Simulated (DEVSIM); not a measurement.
## CdS/CdTe n-p heterojunction

Device: CdS/CdTe n-p heterojunction, at 300 K.

```
layer (left to right)  material  thickness (μm)  Nd (cm⁻³)  Na (cm⁻³)   τn (s)   τp (s)
---------------------  --------  --------------  ---------  ---------  -------  -------
1                           CdS           0.230     1.5e17          -  7.5e-10  7.5e-10
2                          CdTe            1.60          -     1.9e17  7.5e-10  7.5e-10
```

Left contact: ohmic. Right contact: ohmic. Voltage is applied to the left contact. Recombination: SRH at mid-gap, Auger. Mobility is μmin + (μ − μmin)/(1 + (N/Nref)^α).

The device is made up for the run: typed textbook-type constants, with dimensions and the other settings drawn at random. Values at 300 K.

```tsv
parameter	CdS	CdTe
gap (eV)	2.4	1.5
affinity (eV)	4.3	4.28
permittivity	9	10.2
Nc (cm⁻³)	2.2e18	8e17
Nv (cm⁻³)	1.8e19	1.8e19
μn (cm²/Vs)	300	1000
μp (cm²/Vs)	25	80
μn,min	30	100
μp,min	3	10
Nref,n	1e17	1e17
Nref,p	1e17	1e17
αn	0.6	0.6
αp	0.6	0.6
Cn (cm⁶/s)	1e-30	1e-30
Cp (cm⁶/s)	1e-30	1e-30
```

Simulated with DEVSIM: 1D drift-diffusion, Boltzmann statistics, complete ionisation; no tunnelling, impact ionisation, image-force lowering or self-heating. Band offsets follow the typed affinities; no thermionic-emission limit at abrupt steps, no polarisation charge.

| Property | Result |
|---|---|
| Potential step across the device at zero bias | 1.293 V |
| Largest field in the device at zero bias | 210000 V/cm |
| Dark forward voltage at 1 A/cm² | 1.128 V |
| Dark forward voltage at 100 A/cm² | 1.255 V |

Dark reverse current:

| V (V) | J (A/cm²) |
|---|---|
| 0.10 | 6.5e-13 |
| 0.25 | 5.6e-12 |
| 0.50 | 4.2e-11 |
| 0.75 | 8.8e-11 |
| 1.00 | 1.3e-10 |
| 1.50 | 2.1e-10 |
| 2.00 | 2.8e-10 |
| 2.50 | 3.5e-10 |
| 3.25 | 4.4e-10 |
| 4.00 | 5.3e-10 |

Dark forward current:

(V (V), J (A/cm²)): (-0.05, -4.0e-13); (-0.15, -4.7e-12); (-0.25, -4.9e-11); (-0.35, -5.1e-10); (-0.50, -1.7e-8); (-0.60, -1.8e-7); (-0.70, -2.0e-6); (-0.80, -2.5e-5); (-0.90, -0.00039); (-1.00, -0.0096); (-1.15, -2.3); (-1.25, -86); (-1.35, -930); (-1.45, -3400)
